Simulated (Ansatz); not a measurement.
The parent structure is BaHfO3 in the cubic perovskite structure (space group Pm-3m, No. 221).

```yaml
crystal:
  lattice:
    - [4.15753, 0.00000, 0.00000]
    - [0.00000, 4.15753, 0.00000]
    - [0.00000, 0.00000, 4.15753]
  atoms:
    - { symbol: Ba, position: [0.00000, 0.00000, 0.00000] }
    - { symbol: Hf, position: [0.50000, 0.50000, 0.50000] }
    - { symbol: O, position: [0.50000, 0.00000, 0.50000] }
    - { symbol: O, position: [0.00000, 0.50000, 0.50000] }
    - { symbol: O, position: [0.50000, 0.50000, 0.00000] }
```

Cartesian axes are those of the cell as printed.

Level of theory: PBEsol (Ansatz, a program for electronic structure; PAW; 420 eV plane waves; no spin-orbit coupling).

Now apply this change: an isotropic linear strain of +2.40 %, atoms relaxed at fixed cell.

**Question.** Predict the stress tensor and what it implies for the stiffness.

**Answer.** Stress of the strained cell less that of the base (GPa, compression positive):
```
 -10.27    0.00    0.00
   0.00  -10.27    0.00
   0.00    0.00  -10.27
```

Then B = −ΔP/(ΔV/V₀) with ΔV/V₀ = 0.0737 gives secant stiffness values (nonlinear terms included at this strain): B ≈ 139 GPa.

As a check, the harmonic strain energy −½ V₀ Δσ:ε is 33 meV/atom; the computed energy rise is 36 meV/atom.

Stability against distortions was not tested.
